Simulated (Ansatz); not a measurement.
BC5 (I-4m2, No. 119, 6 atoms in the cell; start mp-1077125), treated with PBEsol in Ansatz (PAW).

Numerical settings: plane-wave cutoff 520 eV, 30×30×30 k mesh, Fermi–Dirac smearing 0.05 eV, scalar-relativistic PAW data made under PBE.

Cell (relaxed at this level):

Space group I-4m2 (No. 119); a = b = 2.5003 Å, c = 11.3589 Å, α = β = γ = 90.00°

| atom | site | symmetry | x | y | z |
|---|---|---|---|---|---|
| B | 2c | -4m2 | 0.0000 | 0.5000 | 0.2500 |
| C | 4e | 2mm. | 0.0000 | 0.0000 | 0.1561 |
| C | 2b | -4m2 | 0.0000 | 0.0000 | 0.5000 |
| C | 4f | 2mm. | 0.5000 | 0.0000 | 0.0800 |
(The calculation used a cell of 6 atoms; values per cell refer to that cell.)

Question: Give the computed bulk modulus B0.

Answer: 
- bulk modulus B0: 392 GPa

The run finds no gap.

Note: the bulk modulus is −V dP/dV from two relaxed cells at ±2 % in volume; the relaxation could not lower the start's symmetry, so the cell can be a saddle point above a distorted one.

A start named mp-… is a Materials Project structure, which need not be a measured phase.

Ansatz is an electronic-structure program.
